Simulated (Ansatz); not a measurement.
The starting structures come from a database of crystals and need not be the phases stable at ambient conditions.

The decay constant κ of evanescent states in the gap governs leakage through a thin film.

```
KLaNaNbO5
1.0
    5.84598     0.00000     0.00000
    0.00000     5.84598     0.00000
    0.00000     0.00000     8.41295
K Na La Nb O
2 2 2 2 10
Direct
  0.50000   0.50000   0.00000
  0.00000   0.00000   0.00000
  0.00000   0.50000   0.24148
  0.50000   0.00000   0.75852
  0.00000   0.00000   0.50000
  0.50000   0.50000   0.50000
  0.00000   0.50000   0.74467
  0.50000   0.00000   0.25533
  0.00000   0.50000   0.96673
  0.50000   0.00000   0.03327
  0.22922   0.27078   0.67290
  0.22922   0.72922   0.67290
  0.77078   0.72922   0.67290
  0.77078   0.27078   0.67290
  0.72922   0.22922   0.32710
  0.72922   0.77078   0.32710
  0.27078   0.77078   0.32710
  0.27078   0.22922   0.32710
```

The cell is taken as given; by r2SCAN it stands under a pressure of -4.1 GPa.

Transport runs along the normal of the first two printed cell vectors, the (001) plane of the conventional cell.

The gap is the functional's own. No spin-orbit coupling. Mid-gap values are those at the computed energy nearest the middle.

Question: Predict the band gap and the smallest decay constant κ at mid-gap from Ansatz (a program for electronic structure) with r2SCAN.

Answer: Gap 4.03 eV on a 6×6×4 mesh; κ = 0.623 1/Å, at (0.167, 0.167) of the in-plane reciprocal vectors. At the zone centre the slowest state has κ = 0.65 1/Å.
